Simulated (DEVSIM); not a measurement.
System: Schottky contact on n-type GaP, at 300 K.

Layer 1 from the left is GaP, thickness (μm) 0.680, Nd (cm⁻³) 4.1e16, τn (s) 1.5e-7, τp (s) 1.5e-7.

Left contact: Schottky, work function 5.35 eV, emission velocity 9e6 cm/s. Right contact: ohmic. Voltage is applied to the left contact. Recombination: SRH at mid-gap, Auger. Mobility is μmin + (μ − μmin)/(1 + (N/Nref)^α).

The device is made up for the run: typed textbook-type constants, with dimensions and the other settings drawn at random. Values at 300 K.

GaP: gap (eV) 2.26, affinity (eV) 3.8, permittivity 11.1, Nc (cm⁻³) 1.8e19, Nv (cm⁻³) 1.9e19, μn (cm²/Vs) 250, μp (cm²/Vs) 150, μn,min 10, μp,min 10, Nref,n 4.4e18, Nref,p 1e18, αn 0.8, αp 0.85, Cn (cm⁶/s) 1e-30, Cp (cm⁶/s) 1e-30.

Task: Estimate by hand the built-in potential, the peak field at zero bias, the capacitance at -3 V, and compare with a numerical solution.

Result: 
- Built-in potential: barrier φB = 1.550 eV; Vbi = φB − kT/q ln(N_band/N) = 1.393 V; numerical 1.393 V.
- Peak field at zero bias: depletion approximation: W = √(2εVbi/(qN)) = 0.204 μm with N = 4.10e16 cm⁻³; field = 2Vbi/W = 136000 V/cm; numerical 135000 V/cm (estimate above by 1.2 %).
- Capacitance at -3 V: C = √(qεN / 2(Vbi + |V|)) = 27.1 nF/cm²; numerical 27.2 nF/cm².

DEVSIM, 1D drift-diffusion, Boltzmann statistics, complete ionisation; no tunnelling, impact ionisation, image-force lowering or self-heating. Metal contacts follow the ideal Schottky-Mott rule: no Fermi-level pinning, no interface dipoles.
